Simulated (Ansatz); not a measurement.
The reference is CsPbCl$_{3}$ in the cubic perovskite structure (space group Pm-3m, No. 221).

```
CsPbCl3
1.0
    5.52086     0.00000     0.00000
    0.00000     5.52086     0.00000
    0.00000     0.00000     5.52086
Cs Pb Cl
1 1 3
Direct
  0.00000   0.00000   0.00000
  0.50000   0.50000   0.50000
  0.50000   0.00000   0.50000
  0.00000   0.50000   0.50000
  0.50000   0.50000   0.00000
```

The values are results of DFT with LDA, PAW potentials and a 420 eV plane-wave cutoff in Ansatz (a first-principles code), no SOC, not measurements.

One change was made to it. Results:

The valley order (the lowest conduction-band minima on the path, energy above the VBM, named in the base's zone) changes from R along ⟨111⟩ 1.53 eV; Γ 2.75 eV to R along ⟨111⟩ 1.29 eV; Γ 2.48 eV; the density increases by 0.206 g/cm³ to 4.61 g/cm³.

### Question
Which change produced these results?
A) pressure 1.5 GPa
B) pressure 10 GPa
C) pressure 3 GPa
D) pressure −1 GPa

### Answer
A, pressure 1.5 GPa. For comparison, the valley order in the other runs: pressure 10 GPa gives R along ⟨111⟩ 0.21 eV; Γ 1.37 eV; pressure −1 GPa gives R along ⟨111⟩ 1.70 eV; Γ 2.95 eV; pressure 3 GPa gives R along ⟨111⟩ 1.07 eV; Γ 2.24 eV.

With Pb present, leaving out spin-orbit coupling can change the band edges. The levels and masses belong to the bands next to the band gap. Load acts through the strain it causes; cell and atoms are relaxed under it. Whether these cells are dynamically stable was not tested. No other phases were tried under pressure. Many cubic perovskites are stable only at high temperature; tilts and polar distortions were not tested. This is not the structure that CsPbCl3 has at room temperature and ambient pressure.
